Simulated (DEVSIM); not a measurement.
System: Al/Al2O3/p-Si capacitor, at 400 K.

Layer 1 from the left is Al2O3, thickness (nm) 21.0. Layer 2 from the left is Si, thickness (nm) 1100, Na (cm⁻³) 2.5e17.

Metal gate on the left, work function 4.1 eV. Fixed charge at the semiconductor interface -1.4e10 cm⁻² (in units of +e); interface traps 3e11 cm⁻² eV⁻¹, uniform in energy, neutral level at 0.5 of the gap above the valence band.

This is a model device: material constants are rounded textbook-type values typed into the input, and sizes, dopings and lifetimes were drawn at random. Values at 300 K; Nc and Nv go as T^1.5, mobilities as T to minus their exponent, the gap by Varshni's rule with the affinity fixed.

Al2O3: gap (eV) 6.8, affinity (eV) 1.35, permittivity 9. Si: gap (eV) 1.124, affinity (eV) 4.05, permittivity 11.7, Nc (cm⁻³) 2.86e19, Nv (cm⁻³) 3.1e19, Varshni α (eV/K) 0.000473, Varshni β (K) 636.

Simulated with DEVSIM: 1D Poisson equation in equilibrium, Boltzmann statistics, complete ionisation; no quantum confinement or tunnelling. Metal contacts follow the ideal Schottky-Mott rule: no Fermi-level pinning, no interface dipoles.

Task: What does the simulation give for the minimum of the low-frequency capacitance?

Result: minimum of the low-frequency capacitance 0.148 μF/cm².
